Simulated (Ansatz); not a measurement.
## Convergence study of the plane-wave cutoff for BW (Imm2, 8 atoms in the cell)

```xyz
8
Lattice="-1.5703 1.5703 8.4860 1.5703 -1.5703 8.4860 1.5703 1.5703 -8.4860" Properties=species:S:1:pos:R:3 pbc="T T T"
B      1.5703     0.0000     6.9459
B      0.0000     0.0000    11.1390
B      0.0000     0.0000     5.8331
B      1.5703     0.0000     1.5901
W      0.0000     1.5703     0.9016
W      0.0000     0.0000    13.6306
W      0.0000     0.0000     3.3415
W      0.0000     1.5703     7.5845
```

Level of theory: LDA (PW92), default PAW files made with PBE (plane waves; Ansatz, a first-principles code).

Base settings: basis.ecutwfc = 30.9 Ry; kpoints.mp_grid.grid = 5 5 5; hamiltonian.xc = lda; hamiltonian.pseudopotentials = {kind: paw} (the program's default PAW files); scf.occupations.method = fermi_dirac; scf.occupations.width = 0.0073 Ry.

The second cell is the first with its lattice scaled by 0.98.

The mesh stays at the base's, so the ladder's end is converged at best in this setting alone.

The first pressure column holds Ansatz's estimate of the finite-basis (Pulay) stress, which hides part of the cutoff error; the other is without it.

Only quantities that move along the ladder and can be compared are tabulated.

The count of work is k-points × plane waves × bands × iterations; it is no time. 

The starting cell comes from a database of computed structures (which also holds hypothetical and non-ambient phases and stackings), without a prior relaxation at this level. Its lattice was rescaled by up to half a per cent. One atom was moved a little off its site on purpose. Spin polarisation is off. In the base run, with a pressure of about -13 GPa the cell is away from its equilibrium volume at this level. Without a gap this mesh is coarse (it stands for a supercell whose shortest vector is 16 Å).

```csv
basis.ecutwfc,free energy less the last step's (meV/atom),energy of the compressed cell less the first (meV/atom),pressure (GPa),pressure without the Pulay estimate (GPa),largest difference of a force vector from the last step's (eV/Å),count of work / last
10.7 Ry,11661.39,-86.81,-38.32,-529.50,1.295,0.064
12.5 Ry,5681.57,-44.87,-23.76,-323.76,0.303,0.084
14 Ry,2986.54,-17.29,-10.02,-202.79,0.342,0.093
15.4 Ry,1565.31,-3.72,-10.82,-126.48,0.317,0.097
16.9 Ry,763.40,-0.52,-12.03,-75.98,0.140,0.11
18.4 Ry,361.23,-1.52,-11.97,-46.25,0.070,0.12
21.7 Ry,64.62,-7.09,-11.91,-19.66,0.041,0.16
24.6 Ry,14.51,-7.68,-12.60,-14.28,0.020,0.19
27.9 Ry,3.78,-8.70,-12.80,-13.20,0.005,0.22
30.9 Ry,1.23,-8.81,-12.82,-12.96,0.001,0.27
33.8 Ry,0.50,-8.83,-12.83,-12.87,0.000,0.31
37.1 Ry,0.35,-8.84,-12.83,-12.84,0.000,0.35
41.5 Ry,0.30,-8.85,-12.83,-12.84,0.000,0.41
46.3 Ry,0.19,-8.86,-12.84,-12.85,0.000,0.49
54 Ry,0.07,-8.87,-12.84,-12.84,0.000,0.62
61.7 Ry,0.02,-8.88,-12.84,-12.84,0.000,0.77
74.2 Ry,0.00,-8.88,-12.84,-12.84,0.000,1.0
```

Coarsest basis.ecutwfc that holds the pressure within 0.05 GPa of the last step, with all finer ones: 27.9 Ry, at 0.22 of the last step's count of work; the step before is off by 0.23 GPa.

Coarsest basis.ecutwfc that holds the energy of the compressed cell less the first within 2 meV/atom of the last step, with all finer ones: 21.7 Ry, at 0.16 of the last step's count of work; the step before is off by 7.4 meV/atom.

Coarsest basis.ecutwfc that holds the pressure without the Pulay estimate within 0.1 GPa of the last step, with all finer ones: 33.8 Ry, at 0.31 of the last step's count of work; the step before is off by 0.12 GPa.

The energy difference between the two cells stays within 1 meV/atom of the last step's from 27.9 Ry on, the total only from 33.8 Ry on: much of the error is common to both cells and cancels.

At the lowest cutoff the pressure without the Pulay estimate lies 517 GPa under the last step's, the usual sign of Pulay stress in an incomplete plane-wave basis.

Keys are those of Ansatz 0.2.
